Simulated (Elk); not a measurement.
# Convergence study of the basis cutoff for Ta (Im-3m, 1 atom in the cell)

```xyz
1
Lattice="-1.6583 1.6583 1.6583 1.6583 -1.6583 1.6583 1.6583 1.6583 -1.6583" Properties=species:S:1:pos:R:3 pbc="T T T"
Ta     0.0000     0.0000     0.0000
```

Computed with PBE, all-electron FP-LAPW, Elk's shipped species files, default APW+lo basis run with Elk 10.2.4.

Base settings: xctype = 20; rgkmax = 7; stype = 3; swidth = 0.00367493 Ha; ngridk = 5 5 5; rmtscf = 0.91.

The mesh stays at the base's, so the ladder's end is converged at best in this setting alone.

Only quantities that move along the ladder and can be compared are tabulated.

The starting cell has typed, rounded lattice constants, without a prior relaxation at this level. Its lattice was rescaled by up to half a per cent. Spin polarisation is off. Values depend on the basis (sphere radii, cutoffs, local orbitals), which need not be converged. Without a gap this mesh is coarse (it stands for a supercell whose shortest vector is 14 Å).

```tsv
rgkmax	free energy less the last step's (meV/atom)
4.14	-3268726.17
4.43	-3270605.64
4.7	-3271255.89
4.95	-3271978.31
5.19	-3272673.81
5.42	-3273168.15
5.86	-3273906.40
6.26	-3274496.12
6.64	-3274773.58
7	-3274950.06
7.34	-3275057.28
7.67	-3275107.32
8.13	-3275162.30
8.57	-3275190.22
9.26	-3275206.16
9.9	-3275208.50
10.84	0.00
```

Coarsest rgkmax that holds the free energy within 5 meV/atom: not settled: the last two steps still differ by 3300000 meV/atom, over half the tolerance, so the ladder does not show it.
